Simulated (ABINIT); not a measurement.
A self-consistent single point of CaCd2As2 (P-3m1, 5 atoms in the cell) with ABINIT.

Method: LDA (PW92), PAW (JTH v2.0 LDA PAW) (plane waves; ABINIT).

The change in words: lattice scaled by 0.98. Reference geometry:
```xyz
5
Lattice="4.4139 0.0000 0.0000 -2.2069 3.8225 0.0000 0.0000 0.0000 7.2061" Properties=species:S:1:pos:R:3 pbc="T T T"
Ca     0.0000     0.0000     0.0000
Cd     0.0000     2.5484     4.5632
Cd     2.2069     1.2742     2.6428
As     0.0000     2.5484     1.7126
As     2.2069     1.2742     5.4935
```

Reference input (self-consistent single point, DFT, LDA (PW92), plane waves, PAW (JTH v2.0 LDA PAW)): pseudos = [Ca.LDA_PW-JTH.xml, Cd.LDA_PW-JTH.xml, As.LDA_PW-JTH.xml]; ecut = 544 eV; pawecutdg = 1088 eV; pawxcdev = 0; occopt = 3; tsmear = 0.00183747 Ha; ngkpt = 7 7 4; nshiftk = 1; shiftk = 0 0 0; potentials = JTH v2.0 LDA PAW; nband = 41; kptopt = 1. This run's input differs from it in these lines:

```diff
@@ -3,6 +3,6 @@
 pseudos "Ca.LDA_PW-JTH.xml, Cd.LDA_PW-JTH.xml, As.LDA_PW-JTH.xml"
-acell 4.4138798792 4.4138798792 7.2060600000 Angstrom
+acell 4.3256018738 4.3256018738 7.0619390000 Angstrom
 rprim
-         1.0000000000    0.0000000064    0.0000000000
-        -0.5000000055    0.8660254006    0.0000000000
+         1.0000000000    0.0000000068    0.0000000000
+        -0.5000000059    0.8660254004    0.0000000000
          0.0000000000    0.0000000000    1.0000000000
```

Output (repeated stretches shortened):

```
--- !BeginCycle
solver: {iscf: 17, nstep: 50, nline: 4, wfoptalg: 10, }
tolerances: {tolvrs: 1.00E-10, }
...

     iter   Etot(hartree)      deltaE(h)  residm     nres2
 ETOT  1  -355.96284311442    -3.560E+02 5.686E+01 3.363E+01
 ETOT  2  -361.00079774938    -5.038E+00 1.138E-01 2.183E+01
 ETOT  3  -360.85264114073     1.482E-01 5.709E-02 3.782E+00
 ETOT  4  -360.83094760091     2.169E-02 4.153E-02 9.606E-01
 ETOT  5  -360.82965501950     1.293E-03 6.367E-03 4.097E-01
   [... 29 lines left out ...]
 ETOT 35  -360.82853913051     7.844E-12 1.510E-05 1.086E-08
 ETOT 36  -360.82853913044     7.623E-11 1.207E-05 3.617E-09
 ETOT 37  -360.82853913040     4.019E-11 1.110E-05 2.179E-10
 ETOT 38  -360.82853913039     2.501E-12 9.601E-06 5.114E-11
 At SCF step   38       nres2   =  5.11E-11 < tolvrs=  1.00E-10 =>converged.

 Cartesian components of stress tensor (hartree/bohr^3)
  sigma(1 1)=  2.08919870E-05  sigma(3 2)=  0.00000000E+00
  sigma(2 2)=  2.08919865E-05  sigma(3 1)=  0.00000000E+00
  sigma(3 3)=  3.19967538E-05  sigma(2 1)=  1.50949900E-13

 ----iterations are completed or convergence reached----

 reduced coordinates (array xred) for    5 atoms
       0.000000000000      0.000000000000      0.000000000000
       0.333333333333      0.666666666667      0.633250000000
       0.666666666667      0.333333333333      0.366750000000
       0.333333333333      0.666666666667      0.237660000000
       0.666666666667      0.333333333333      0.762340000000
 cartesian forces (eV/Angstrom) at end:
    1      0.00000000000000     0.00000000000000    -0.00000000000000
   [... lines left out ...]
 Fermi (or HOMO) energy (eV) =   6.32325   Average Vxc (eV)=  -9.92499
   [... lines left out ...]
'-kT*entropy'       : -1.72143380493604E-05
total_energy        : -3.60828538762439E+02
total_energy_eV     : -9.81864387590762E+03
...

-Cartesian components of stress tensor (GPa)         [Pressure= -7.2357E-01 GPa]
- sigma(1 1)=  6.14663374E-01  sigma(3 2)=  0.00000000E+00
- sigma(2 2)=  6.14663361E-01  sigma(3 1)=  0.00000000E+00
- sigma(3 3)=  9.41376841E-01  sigma(2 1)=  4.44109864E-09

 Calculation completed.
```

The run converged in 38 iterations. Against the reference run the free energy goes down by 21.8 meV/atom, the pressure goes from -4.12 to -0.72 GPa and the largest force goes from 0.082 to 0.138 eV/Å.

The starting cell comes from a database of computed structures (which also holds hypothetical and non-ambient phases and stackings), without a prior relaxation at this level. For this run, on top of that: lattice scaled by 0.98. The run gives no clean gap (levels at the Fermi energy touch, overlap or are partly filled at this smearing), which alone does not show that the compound is a metal.

Cost on one core of a shared machine: roughly 8 min.
